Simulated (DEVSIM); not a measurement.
System: illuminated Si n-on-p cell, one wavelength, at 250 K.

```
layer (left to right)  material  thickness (μm)  Nd (cm⁻³)  Na (cm⁻³)  τn (s)  τp (s)  absorption coefficient (cm⁻¹)
---------------------  --------  --------------  ---------  ---------  ------  ------  -----------------------------
1                            Si           0.230     2.1e18          -  1.4e-6  4.1e-7                          16000
2                            Si             300          -     2.3e17  1.4e-5  1.4e-5                          16000
```

Left contact: ohmic, minority hole recombination velocity 30000 cm/s. Right contact: ohmic, minority electron recombination velocity 2e5 cm/s. Voltage is applied to the left contact. Recombination: SRH at mid-gap, radiative, Auger. Light enters at the left, 3.6e17 photons cm⁻² s⁻¹, one pass, no reflection. Mobility is μmin + (μ − μmin)/(1 + (N/Nref)^α).

Constants are typed, rounded textbook-type inputs, not results; the design itself was drawn at random and stands for no fabricated device. Values at 300 K; Nc and Nv go as T^1.5, mobilities as T to minus their exponent, the gap by Varshni's rule with the affinity fixed.

```tsv
parameter	Si
gap (eV)	1.124
affinity (eV)	4.05
permittivity	11.7
Nc (cm⁻³)	2.86e19
Nv (cm⁻³)	3.1e19
μn (cm²/Vs)	1417
μp (cm²/Vs)	470
μn,min	52
μp,min	45
Nref,n	9.7e16
Nref,p	2.2e17
αn	0.68
αp	0.72
T exponent of μn	2.3
T exponent of μp	2.2
B (cm³/s)	4.7e-15
Cn (cm⁶/s)	2.8e-31
Cp (cm⁶/s)	9.9e-32
Varshni α (eV/K)	0.000473
Varshni β (K)	636
```

DEVSIM, 1D drift-diffusion, Boltzmann statistics, complete ionisation; no tunnelling, impact ionisation, image-force lowering or self-heating.

The temperature was swept, all else fixed.

```csv
temperature (K),dark forward voltage at 1 A/cm² (V),open-circuit voltage (V),potential step across the device at zero bias (V),largest field in the device at zero bias (V/cm)
250,0.834,0.769,0.986,250000
300,(withheld),(withheld),0.930,240000
350,0.660,0.569,0.870,230000
400,0.569,0.464,0.808,220000
450,0.476,0.357,0.743,210000
500,0.380,0.247,0.676,200000
```

**Question.** Fill in the missing entries.

**Answer.** 
- 300, dark forward voltage at 1 A/cm² (V): 0.748
- 300, open-circuit voltage (V): 0.670
